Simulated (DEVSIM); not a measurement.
Device: Schottky contact on n-type GaN, at 250 K.

Layer 1 from the left is GaN, thickness (μm) 0.990, Nd (cm⁻³) 7e16, τn (s) 3.2e-8, τp (s) 3.2e-8. Layer 2 from the left is GaN, thickness (μm) 2.40, Nd (cm⁻³) 6.8e17, τn (s) 3.2e-8, τp (s) 3.2e-8.

Left contact: Schottky, work function 5.43 eV, emission velocity 4.8e6 cm/s. Right contact: ohmic. Voltage is applied to the left contact. Recombination: SRH at mid-gap, radiative. Mobility is μmin + (μ − μmin)/(1 + (N/Nref)^α).

This is a model device: material constants are rounded textbook-type values typed into the input, and sizes, dopings and lifetimes were drawn at random. Values at 300 K; Nc and Nv go as T^1.5, mobilities as T to minus their exponent, the gap by Varshni's rule with the affinity fixed.

GaN: gap (eV) 3.43, affinity (eV) 4.1, permittivity 9.5, Nc (cm⁻³) 2.3e18, Nv (cm⁻³) 4.6e19, μn (cm²/Vs) 1200, μp (cm²/Vs) 100, μn,min 55, μp,min 3, Nref,n 2e17, Nref,p 3e17, αn 1, αp 2, T exponent of μn 1.5, T exponent of μp 2, B (cm³/s) 1e-11, Varshni α (eV/K) 0.00091, Varshni β (K) 830.

Simulated with DEVSIM: 1D drift-diffusion, Boltzmann statistics, complete ionisation; no tunnelling, impact ionisation, image-force lowering or self-heating. Metal contacts follow the ideal Schottky-Mott rule: no Fermi-level pinning, no interface dipoles.

Dark forward current:

```tsv
|V| (V)	|J| (A/cm²)
0.40	2.340e-13
0.45	2.381e-12
0.50	2.423e-11
0.55	2.465e-10
0.60	2.507e-9
0.65	2.550e-8
0.70	2.594e-7
0.75	2.637e-6
0.80	2.680e-5
0.85	0.0002723
0.90	0.002765
0.95	0.02805
1.00	0.2842
1.05	2.869
1.10	28.46
1.15	249.3
1.20	1314
1.25	3522
```

Problem. Work out the local ideality factor n = ΔV / (kT/q · ln(J2/J1)) between the rows 0.40 and 0.45 V, 0.45 and 0.50 V, 1.20 and 1.25 V.

Solution. kT/q = 21.54 mV. From 0.40 to 0.45 V: ln(2.381e-12/2.340e-13) = 2.320, n = 1.00, near the 1 of diffusion or emission over a barrier. From 0.45 to 0.50 V: ln(2.423e-11/2.381e-12) = 2.320, n = 1.00, near the 1 of diffusion or emission over a barrier. From 1.20 to 1.25 V: ln(3522/1314) = 0.986, n = 2.35; the layers' resistance at their doping, Σ W/(qμN) = 1.3e-5 Ω cm², would take 28 mV of this step of 50 mV.

Problem. Estimate the current at 0.75 V for emission alone, J0 = q v N_band exp(−φB/kT), and read the barrier back from the simulated current.

Solution. φB = 1.330 eV, N_band = 1.75e18 cm⁻³, J0 = 2.06e-21 A/cm²; J = J0 (exp(qV/kT) − 1) = 2.72e-6 A/cm². The simulation gives 2.64e-6 A/cm²; the estimate lies 3.2 % above. Read backwards, the simulated current gives an apparent barrier of 1.331 eV. The estimate leaves out transport through the depletion region and minority injection.
